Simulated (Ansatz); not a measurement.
MgTe under a change: biaxial strain −3.55 %, plane normal [001], relaxed out of plane

The reference is MgTe in the wurtzite structure (space group P6_3mc, No. 186; a = 4.561 Å, c = 7.413 Å). Axes: x lies along a and z along c of the hexagonal cell.

Modification: biaxial strain −3.55 %, plane normal [001], relaxed out of plane (Cartesian); in-plane vectors clamped, the third vector and the atoms free.

The values are results of PBEsol/PAW in Ansatz (a first-principles code), no spin-orbit coupling, not measurements. Settings: 8×8×5 k-points, 0.05 eV Fermi–Dirac smearing.

- Volume per atom = 32.05 Å³ (base 33.39 Å³)
- Space group = P6_3mc (No. 186) (base P6_3mc (No. 186))
- Pressure (mean of the normal stresses, compression positive) = 1.49 GPa (base -0.01 GPa)
- Band gap = 2.30 eV (base 2.39 eV)
- Gap character = direct at Γ (base direct at Γ)
- Width of the top valence band = 1.71 eV (base 1.40 eV)
- Electron mass = 0.14 mₑ out of plane, 0.19 mₑ in plane (at Γ) (base 0.15 mₑ along c, 0.17 mₑ across (at Γ))
- Valence-band top at Γ (three highest levels, from the VBM) = 0.00, 0.00, -0.41 eV (base 0.00, -0.02, -0.02 eV)
- Out-of-plane strain = +3.20 %
- Ratio −ε⊥/ε∥ = 0.90
- Mean in-plane stress (compression positive) = +2.2 GPa

Final structure (turned so that z lies along the plane normal):

```
MgTe
1.0
    4.39903     0.00000     0.00000
    2.19951     3.80967     0.00000
    0.00000     0.00000     7.65004
Mg Te
2 2
Direct
  0.66667   0.66667   0.99416
  0.33333   0.33333   0.49416
  0.66667   0.66667   0.63104
  0.33333   0.33333   0.13104
```

Cost of the whole job for the changed cell (relaxation, final SCF and bands): about 100 core-seconds (a rough figure).

With Te present, leaving out spin-orbit coupling can change the band edges. Masses are band curvatures over ±0.01 Å⁻¹ around the edge. No phonon test of stability was made.
